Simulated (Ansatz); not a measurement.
We consider CsCl-type AuZn (cubic form, which distorts at low temperature), described by r²SCANh (Ansatz, a quantum-chemistry and plane-wave program, plane waves, PAW).

Run with plane-wave cutoff 520 eV, 8×8×8 k mesh, Fermi–Dirac smearing 0.05 eV, scalar-relativistic PAW data made under PBE.

Computed at the level's own relaxed cell.

Task: Give the computed volume per atom, bulk modulus, lattice parameter a and pressure derivative B′ of the bulk modulus.

Result: 
volume per atom: 15.61 Å³/atom
bulk modulus: 135 GPa
lattice parameter a: 3.149 Å
pressure derivative B′ of the bulk modulus: 5.4

Measured, for comparison: bulk modulus 131 GPa (temperature not stated, not corrected to a static lattice; as tabulated in Nepal et al. (2020), arXiv:2007.11150). Computed (rounded) less measured: bulk modulus +3 %. A static lattice is as a rule a little smaller and stiffer than an uncorrected measurement, which narrows the difference in the bulk modulus and would widen misses of the other sign.

Note: symmetry holds this phase in the static calculation, where it need not be a minimum.

Spin–orbit coupling is not included; it can shift volumes and moduli of such heavy elements.

Computed values are for the static lattice.

Computing time: about 24 core-minutes (a rough figure).
